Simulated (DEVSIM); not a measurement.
Structure: Co/La2O3/SiO2/p-Si capacitor, at 300 K.

| layer (left to right) | material | thickness (nm) | Na (cm⁻³) |
|---|---|---|---|
| 1 | La2O3 | 11.0 | - |
| 2 | SiO2 | 0.550 | - |
| 3 | Si | 1200 | 2.4e17 |

Metal gate on the left, work function 5 eV. Fixed charge at the semiconductor interface 1.9e11 cm⁻² (in units of +e); no interface traps.

The device is made up for the run: typed textbook-type constants, with dimensions and the other settings drawn at random. Values at 300 K; Nc and Nv go as T^1.5, mobilities as T to minus their exponent, the gap by Varshni's rule with the affinity fixed.

```tsv
parameter	La2O3	SiO2	Si
gap (eV)	5.8	9	1.124
affinity (eV)	1.8	0.9	4.05
permittivity	27	3.9	11.7
Nc (cm⁻³)	-	-	2.86e19
Nv (cm⁻³)	-	-	3.1e19
Varshni α (eV/K)	-	-	0.000473
Varshni β (K)	-	-	636
```

DEVSIM, 1D Poisson equation in equilibrium, Boltzmann statistics, complete ionisation; no quantum confinement or tunnelling. Metal contacts follow the ideal Schottky-Mott rule: no Fermi-level pinning, no interface dipoles.

The temperature was swept, all else fixed.

| temperature (K) | threshold voltage (band bending 2φF) (V) | minimum of the low-frequency capacitance (μF/cm²) | flat-band voltage (V) |
|---|---|---|---|
| 250 | 1.00 | 0.143 | -0.11 |
| 300 | 0.97 | 0.153 | -0.07 |
| 350 | 0.94 | 0.160 | -0.03 |
| 400 | 0.90 | 0.174 | 0.02 |
| 450 | 0.86 | 0.185 | 0.06 |
| 500 | 0.83 | 0.203 | 0.11 |

From the first row to the last the threshold voltage (band bending 2φF) goes from 1.00 to 0.83. From the first row to the last the minimum of the low-frequency capacitance goes from 0.143 to 0.203.
